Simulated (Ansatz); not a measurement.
Consider the following.

```yaml
crystal:
  lattice:
    - [3.33464, 0.00000, 0.00000]
    - [-1.66732, 2.85844, 0.00000]
    - [0.00000, 0.00000, 5.78785]
  atoms:
    - { symbol: Ca, position: [0.00000, 0.00000, 0.00000] }
    - { symbol: Ca, position: [0.00000, 0.00000, 0.50000] }
    - { symbol: O, position: [0.33390, 0.66781, 0.25000] }
    - { symbol: O, position: [0.66610, 0.33219, 0.75000] }
```

No spin polarisation.

Calculations: PBEsol/PAW in Ansatz (an electronic-structure program), scalar-relativistic without spin-orbit coupling. Settings: 11×11×6 k-points, 0.05 eV Fermi–Dirac smearing.

Question: Predict the band gap.

Answer: 3.77 eV.

Question: What stress (xx, yy, zz, yz, xz, xy; compression positive) does the calculation give?

Answer: (-2.23, -0.73, -0.27, 0.00, 0.00, 0.00) GPa.

The cells carry an imposed strain or load. Whether these cells are dynamically stable was not tested. The cell was made from CaO in the NiAs type structure (space group P6_3/mmc, No. 194; a model cell, its experimental status unchecked) by this change: uniaxial strain ε_xx = +1.03 %. This is not the structure that CaO has at room temperature and ambient pressure.
